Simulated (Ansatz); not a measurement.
## Effort and miss along a sweep of basis.ecutwfc: HfWC2 (R-3m, 4 atoms in the cell)

```
HfWC2
1.0
    1.55934     0.90028     5.11872
   -1.55934     0.90028     5.11872
    0.00000    -1.80057     5.11872
Hf W C
1 1 2
Direct
  0.00000   0.00000   0.00000
  0.50000   0.50000   0.50000
  0.24575   0.24575   0.24575
  0.75425   0.75425   0.75425
```

Computed with PBEsol, default PAW files made with PBE (plane waves; Ansatz, a quantum-chemistry and plane-wave program).

Base settings: basis.ecutwfc = 420 eV; kpoints.mp_grid.grid = 16 16 16; hamiltonian.xc = pbesol; hamiltonian.pseudopotentials = {kind: paw} (the program's default PAW files); scf.occupations.method = cold; scf.occupations.width = 0.2 eV.

Misses are taken against the tightest run, 840 eV, which need not be fully converged itself. The energy is the free energy per atom.

The count of work is k-points × plane waves × bands × iterations; it is no time, and leaves out set-up, grids and terms that scale otherwise. Core times come from one kind of shared machine and are given to one figure; runs under 30 s give none.

Ansatz's pressure holds its estimate of the finite-basis (Pulay) stress, which hides part of the cutoff error; the uncorrected pressure shows it.

The starting cell comes from a database of computed structures (which also holds hypothetical and non-ambient phases and stackings), without a prior relaxation at this level. Its lattice was rescaled by a random factor within 2.5 % of one. Spin polarisation is off. In the base run, with a pressure of about 9 GPa the cell is away from its equilibrium volume at this level. Ansatz's pressure includes its estimate of the finite-basis (Pulay) stress.

The runs (basis.ecutwfc): 170 eV | 210 eV | 250 eV | 295 eV | 335 eV | 380 eV | 420 eV | 485 eV | 545 eV | 630 eV | 735 eV | 840 eV.

Task: Which is the coarsest setting among those run that, with all tighter ones, holds the energy within 2 meV/atom of the reference, and what does it save?

Result: 485 eV, off by 0.77 meV/atom; its saving against the reference is no more than about a factor of 2 in time.

Task: Which is the coarsest setting among those run that, with all tighter ones, holds the energy within 0.5 meV/atom of the reference, and what does it save?

Result: 630 eV, off by 0.27 meV/atom; its saving against the reference is no more than about a factor of 2 in the count of work.

Task: What does the step from 250 eV to 420 eV buy?

Result: It takes the miss in the energy from 620 to 2.8 meV/atom, for 2.3 times the count of work.

| basis.ecutwfc | energy less reference (meV/atom) | pressure less reference (GPa) | largest difference in the force on any atom (eV/Å) | uncorrected pressure less reference (GPa) | count of work / reference | core time / reference (rough) |
|---|---|---|---|---|---|---|
| 170 eV | 7701.04 | -0.66 | 1.021 | -414.20 | 0.10 | – |
| 210 eV | 2179.63 | -3.44 | 0.225 | -143.42 | 0.15 | – |
| 250 eV | 618.10 | -1.04 | 0.074 | -51.97 | 0.15 | – |
| 295 eV | 129.93 | 0.34 | 0.042 | -12.94 | 0.21 | – |
| 335 eV | 34.58 | 0.18 | 0.019 | -3.34 | 0.25 | – |
| 380 eV | 9.31 | 0.13 | 0.009 | -0.91 | 0.29 | – |
| 420 eV | 2.75 | 0.07 | 0.001 | -0.26 | 0.34 | – |
| 485 eV | 0.77 | 0.02 | 0.000 | -0.01 | 0.44 | 0.5 |
| 545 eV | 0.56 | 0.01 | 0.000 | 0.00 | 0.51 | 0.7 |
| 630 eV | 0.27 | 0.01 | 0.000 | -0.01 | 0.63 | 0.8 |
| 735 eV | 0.08 | 0.00 | 0.000 | 0.00 | 0.79 | 0.8 |
| 840 eV | 0.00 | 0.00 | 0.000 | 0.00 | 1.0 | 1 |

Keys are those of Ansatz 0.2.
